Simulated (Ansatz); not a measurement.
# Pressure series in hypothetical P4_2/mnm ZnS

The parent structure is ZnS (space group P4_2/mnm, No. 136; a = 6.5179 Å, c = 3.8080 Å; a hypothetical phase, not in the database extracts checked).

Cell and atoms are relaxed at each pressure.

Levels (all Ansatz, a program for electronic structure, PAW): PBEsol (420 eV, without spin-orbit coupling); HSE06 (420 eV, without spin-orbit coupling).

Band gaps by level, all at the geometries relaxed with PBEsol:

```json
[
 {"case": "base", "PBEsol": "2.24 eV", "HSE06": "3.60 eV"},
 {"case": "pressure −2 GPa", "PBEsol": "2.11 eV", "HSE06": "3.47 eV"},
 {"case": "pressure −1 GPa", "PBEsol": "2.19 eV", "HSE06": "3.54 eV"},
 {"case": "pressure 0.7 GPa", "PBEsol": "2.28 eV", "HSE06": "3.65 eV"},
 {"case": "pressure 1.5 GPa", "PBEsol": "2.32 eV", "HSE06": "3.69 eV"},
 {"case": "pressure 3 GPa", "PBEsol": "2.39 eV", "HSE06": "3.77 eV"},
 {"case": "pressure 7.5 GPa", "PBEsol": "2.57 eV", "HSE06": "3.97 eV"},
 {"case": "pressure 10 GPa", "PBEsol": "2.65 eV", "HSE06": "4.05 eV"}
]
```

Single points use the geometry relaxed with PBEsol. Load acts through the strain it causes; cell and atoms are relaxed under it. Stability against distortions was not tested. Competing high-pressure phases were not computed.
